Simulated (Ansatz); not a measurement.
Candidates (primitive cells; geometry: cell and atoms relaxed with PBEsol):
A. CdSe (F-43m), a = b = c = 4.300 Å, α = β = γ = 60.00°
B. InP (F-43m), a = 4.1566 Å, b = 4.1566 Å, c = 4.1566 Å, α = 60.00°, β = 60.00°, γ = 60.00°
C. CuI (P6_3mc), a = b = 4.1868 Å, c = 6.8977 Å, α = β = 90.00°, γ = 120.00°
D. Na$_{2}$Te (Fm-3m), a = b = c = 5.1243 Å, α = β = γ = 60.00°
E. KI (Fm-3m), a = 4.9547 Å, b = 4.9547 Å, c = 4.9547 Å, α = 60.00°, β = 60.00°, γ = 60.00°

Problem. Order them by band gap (lowest first) at the level PBEsol with spin-orbit coupling, rigid bands in Ansatz (a program for electronic structure).

Solution. A (0.36 eV), B (0.54 eV), C (1.05 eV), D (1.78 eV), E (3.55 eV)

Formula and space group known from diffraction (Crystallography Open Database), not checked to be the room-temperature form: CuI (P6_3mc), Na2Te (Fm-3m).
